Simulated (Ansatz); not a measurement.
## Hypothetical simple cubic Cr under a change: pressure −1 GPa

Consider Cr in the simple cubic structure (space group Pm-3m, No. 221; a = 2.3403 Å; non-magnetic; a hypothetical phase, not in the database extracts checked).

One thing is altered: hydrostatic tension (pressure −1 GPa).

Computed with Kohn–Sham DFT with the PBE functional, run in Ansatz (an electronic-structure program) with PAW and 420 eV plane waves, scalar-relativistic without spin-orbit coupling. Γ-centred 20×20×20 mesh, Fermi–Dirac width 0.05 eV.

| quantity | base | changed | shift |
|---|---|---|---|
| volume per atom | 12.82 Å³ | 12.89 Å³ | +0.07 Å³ |
| density | 6.74 g/cm³ | 6.70 g/cm³ | -0.04 g/cm³ |
| lattice parameter a | 4.423 bohr | 4.430 bohr | +0.0078 bohr |
| shortest interatomic distance | 4.423 bohr | 4.430 bohr | +0.0078 bohr |
| enthalpy H = E + PV relative to the base's energy | – | -0.08 eV/atom | – |
| band gap | zero | zero | – |

Final structure:

```yaml
crystal:
  lattice:
    - [2.34446, 0.00000, 0.00000]
    - [0.00000, 2.34446, 0.00000]
    - [0.00000, 0.00000, 2.34446]
  atoms:
    - { symbol: Cr, position: [0.00000, 0.00000, 0.00000] }
```

Load acts through the strain it causes; cell and atoms are relaxed under it. Stability against distortions was not tested. Seeded moments were not kept for the base. The final runs are not spin-polarised.
